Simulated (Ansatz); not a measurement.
Base system: Ti2InN (space group P6_3/mmc, No. 194; a = 3.054 Å, c = 13.884 Å; a cell from a computed database, its experimental status unchecked).

Computed with PBEsol/PAW in Ansatz (a quantum-chemistry and plane-wave program), no SOC.

Base values:

| Quantity | Value |
|---|---|
| Volume per atom | 14.01 Å³ |
| Band gap | zero |

Now apply this change: cell and atoms relaxed at a pressure of 3 GPa.

**Question.** Estimate the effect on the volume per atom.

**Answer.** The volume per atom decreases by 0.266 Å³, from 14.01 Å³ to 13.75 Å³.

**Question.** Predict the new band gap.

**Answer.** The band gap is still zero.

Load acts through the strain it causes; cell and atoms are relaxed under it. Whether these cells are dynamically stable was not tested. The final runs are not spin-polarised.
